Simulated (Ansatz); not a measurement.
## ZrGe (model structure, started from the rocksalt type, Fm-3m, No. 225, 2 atoms in the cell): formation enthalpy by level of theory

No measured value is used here.

```csv
level (code),value (eV/atom)
PBE (Ansatz),-0.753
PBEsol (Ansatz),-0.811
PBE-D3(BJ) (Ansatz),-0.802
r²SCAN (Ansatz),-0.860
HSE06 (Ansatz),-0.854
```

HSE06: exact exchange on metals is sensitive to the k mesh and can open a false gap. Values are at the level's own relaxed cell; HSE06 at the r²SCAN cell. Ansatz's density-functional and Hartree–Fock values are scalar-relativistic unless marked +SOC, with PAW data made under PBE.

A model structure was made by putting elements into a prototype or built by hand; it is no filed structure, need not be a known phase, and can be a saddle point held by its symmetry.

Ansatz is a first-principles code.
